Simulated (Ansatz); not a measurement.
Given:

```yaml
crystal:
  lattice:
    - [3.96988, 0.00000, 0.00000]
    - [0.00000, 3.96988, 0.00000]
    - [0.00000, 0.00000, 3.96988]
  atoms:
    - { symbol: Ba, position: [0.00000, 0.00000, 0.00000] }
    - { symbol: Ti, position: [0.50000, 0.50000, 0.50000] }
    - { symbol: O, position: [0.00000, 0.50000, 0.50000] }
    - { symbol: O, position: [0.50000, 0.50000, 0.00000] }
    - { symbol: O, position: [0.50000, 0.00000, 0.50000] }
```

A single point on BaTiO3, its geometry relaxed with PBEsol.

Level of theory: PBEsol (Ansatz, an electronic-structure program), spin-orbit coupling included. k-mesh 8×8×8 (Γ-centred); smearing 0.05 eV (Fermi–Dirac).

Problem. Predict the smallest direct gap.

Solution. 1.83 eV.

Problem. Estimate the electron mass (degenerate bands, along [100]).

Solution. 0.39, 1.1 mₑ (at Γ).

Problem. What hole mass (degenerate bands, along [100]) does the calculation give?

Solution. 0.78, 2.2 mₑ (at R).

Single points use the geometry relaxed with PBEsol. Effective masses come from finite differences of ±0.01 Å⁻¹. No phonon test of stability was made. The cell is BaTiO₃ in the cubic perovskite structure (space group Pm-3m, No. 221). Many cubic perovskites are stable only at high temperature; tilts and polar distortions were not tested. This is not the structure that BaTiO3 has at room temperature and ambient pressure.
